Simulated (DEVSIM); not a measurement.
Schottky contact on n-type Ge

Device: Schottky contact on n-type Ge, at 350 K.

```csv
layer (left to right),material,thickness (μm),Nd (cm⁻³),τn (s),τp (s)
1,Ge,1.30,1.1e14,0.00061,0.00061
```

Left contact: Schottky, work function 4.24 eV, emission velocity 9.3e6 cm/s. Right contact: ohmic. Voltage is applied to the left contact. Recombination: SRH at mid-gap, Auger. Mobility is constant in doping.

Constants are typed, rounded textbook-type inputs, not results; the design itself was drawn at random and stands for no fabricated device. Values at 300 K; Nc and Nv go as T^1.5, mobilities as T to minus their exponent, the gap by Varshni's rule with the affinity fixed.

| parameter | Ge |
|---|---|
| gap (eV) | 0.664 |
| affinity (eV) | 4 |
| permittivity | 16 |
| Nc (cm⁻³) | 1.04e19 |
| Nv (cm⁻³) | 6e18 |
| μn (cm²/Vs) | 3900 |
| μp (cm²/Vs) | 1900 |
| T exponent of μn | 1.66 |
| T exponent of μp | 2.33 |
| Cn (cm⁶/s) | 1e-31 |
| Cp (cm⁶/s) | 1e-31 |
| Varshni α (eV/K) | 0.000477 |
| Varshni β (K) | 235 |

Simulated with DEVSIM: 1D drift-diffusion, Boltzmann statistics, complete ionisation; no tunnelling, impact ionisation, image-force lowering or self-heating. Metal contacts follow the ideal Schottky-Mott rule: no Fermi-level pinning, no interface dipoles.

```yaml
potential_step_across_the_device_at_zero_bias: 0.083 V
largest_field_in_the_device_at_zero_bias: 5100 V/cm
Dark forward voltage at 100 A/cm²: 0.083 V
```

Dark forward current:

(V (V), J (A/cm²)): (0.05, 68); (0.10, 120); (0.20, 220); (0.25, 270); (0.35, 370); (0.40, 420); (0.45, 470); (0.55, 570); (0.60, 620); (0.70, 720); (0.75, 770); (0.80, 830); (0.90, 930); (0.95, 980); (1.05, 1100); (1.10, 1100); (1.20, 1200); (1.25, 1300); (1.30, 1400); (1.40, 1500); (1.45, 1500); (1.55, 1600); (1.60, 1700); (1.65, 1700); (1.75, 1800); (1.80, 1900); (1.90, 2000); (1.95, 2000)
